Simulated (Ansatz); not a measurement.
Ansatz (a program for electronic structure), DFT, PBE, plane waves, its default PAW files: fluorite CoSi2, atoms displaced (Co4Si8), 12 atoms. Basis and mesh were picked for this test and aren't claimed converged.

```json
{
 "cell": "5.37, 5.37, 5.37 Å; 90, 90, 90°",
 "distance_to_the_nearest_atom": "2.17 to 2.30 Å",
 "task": "single point",
 "k mesh": "6×6×6",
 "hamiltonian.xc": "pbe",
 "kind_of_files": "paw",
 "scf.occupations.method": "fermi_dirac",
 "scf.occupations.width": "0.1 eV",
 "output.forces": "true",
 "memory maximum (--max-ram)": "200GiB",
 "accuracy": "medium (default)",
 "basis.precision": "auto (default)",
 "basis.xc_grid": "2 (default)",
 "scf.eigensolver.kind": "auto (default)",
 "scf.mixing.algorithm": "auto (default)",
 "scf.mixing.preconditioner": "auto (default)",
 "scf.convergence.dr2_threshold": "1.54422e-07 (default)",
 "scf.lower_state_search": "light (default)",
 "k-points after symmetry": "112",
 "bands_at_the_start": "62",
 "electrons": "100",
 "plane waves at Γ": "2969",
 "cutoff (eV)": "420",
 "FFT grid": "36×36×36",
 "symmetry_operations": "1"
}
```

Hardware: Arm Neoverse V2, 96 cores on 1 socket, no SMT, 1 L3 cache group.

Times are wall-clock medians of two to five runs, from launch to exit, with nothing else on the machine. Unless noted, each process is bound to its own block of adjacent cores. The build: release build for Arm (Neoverse V2), one process with threads; another build can shift the numbers. Scratch files lie in a memory file system.

Started as
```bash
OMP_NUM_THREADS=32 ANSATZ_TIMINGS=1 ansatz run --backend cpu --threads 32 --max-ram 200GiB --events-out run.ndjson --runs-dir run.runs --progress --plain run.yaml
```
(32 threads, --max-ram 200GiB) it takes 3.5 s and 9 SCF iterations.

### Question
What happens to the run time with --max-ram 2010MiB?

### Answer
About 9.2 s (3 runs within 3 %): 2.6× as long. The largest move is in band solves (diag): 2.7 s to 7.1 s. The plan models 3.5 GiB in the first run and 1.9 GiB in the second, and the runs differ in these notices: shell_response_left_out, slots_ram_shed. What the program resolved moves too: eigensolver slots from 32 to 3. SCF iterations go from 9 to 14; applications of H to a band go from 115686 to 156528. Change in the result: energy under 0.001 meV/atom, forces (largest component) 0.035 meV/Å.

Keys are those of Ansatz 0.2.
